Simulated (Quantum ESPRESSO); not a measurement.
Worked example: self-consistent single point of CdF2 (Fm-3m, 3 atoms in the cell) in Quantum ESPRESSO.

Level of theory: PBE, SSSP 1.1.2 efficiency (PBE) pseudopotentials (plane waves; Quantum ESPRESSO).

```
CELL_PARAMETERS angstrom
      0.00000     2.69500     2.69500
      2.69500     0.00000     2.69500
      2.69500     2.69500     0.00000
ATOMIC_POSITIONS crystal
  Cd 0.00000 0.00000 0.00000
  F  0.25000 0.25000 0.25000
  F  0.75000 0.75000 0.75000
```

Reference input (self-consistent single point, DFT, PBE, plane waves, SSSP 1.1.2 efficiency (PBE) pseudopotentials): ecutwfc = 45 Ry; ecutrho = 360 Ry; occupations = smearing; smearing = fd; degauss = 0.0036749 Ry; potentials = {Cd: Cd.pbe-dn-rrkjus_psl.0.3.1.UPF, F: f_pbe_v1.4.uspp.F.UPF}; K_POINTS = automatic 7 7 7 0 0 0; conv_thr = 1e-09 Ry. This run's input differs from it in these lines:

```diff
@@ -29,3 +29,3 @@
 K_POINTS automatic
-7 7 7  0 0 0
+6 6 6  0 0 0
 CELL_PARAMETERS angstrom
```

Output (repeated stretches shortened):

```
     Self-consistent Calculation

     iteration #  1     ecut=    45.00 Ry     beta= 0.70

     total energy              =    -219.49103382 Ry
     estimated scf accuracy    <       0.33010587 Ry

     iteration #  2     ecut=    45.00 Ry     beta= 0.70

     total energy              =    -219.57215667 Ry
     estimated scf accuracy    <       0.30132061 Ry

     iteration #  3     ecut=    45.00 Ry     beta= 0.70

     total energy              =    -219.63415852 Ry
     estimated scf accuracy    <       0.00636036 Ry

   [... 4 blocks of this kind left out ...]

     iteration #  8     ecut=    45.00 Ry     beta= 0.70

     total energy              =    -219.63595289 Ry
     estimated scf accuracy    <       0.00000008 Ry

     iteration #  9     ecut=    45.00 Ry     beta= 0.70
     End of self-consistent calculation

     the Fermi energy is     5.9271 ev

!    total energy              =    -219.63595291 Ry
     estimated scf accuracy    <          2.6E-10 Ry
     smearing contrib. (-TS)   =      -0.00000000 Ry
     internal energy E=F+TS    =    -219.63595291 Ry

     convergence has been achieved in   9 iterations

     Forces acting on atoms (cartesian axes, Ry/au):

     atom    1 type  1   force =    -0.00000000    0.00000000    0.00000000
   [... zero for the other atoms too ...]

     Total force =     0.000000     Total SCF correction =     0.000000

          total   stress  (Ry/bohr**3)                   (kbar)     P=       48.18
   0.00032755   0.00000000   0.00000000           48.18        0.00        0.00
   0.00000000   0.00032755   0.00000000            0.00       48.18        0.00
   0.00000000   0.00000000   0.00032755            0.00        0.00       48.18

   JOB DONE.
```

The run converged in 9 iterations. Against the reference run the free energy hardly moves (within 1 meV/atom), the pressure moves little (4.81 to 4.82 GPa) and the gap on the mesh goes from 3.102 to 3.064 eV.

The starting cell has typed, rounded lattice constants, without a prior relaxation at this level. With a pressure of about 5 GPa the cell is away from its equilibrium volume at this level.
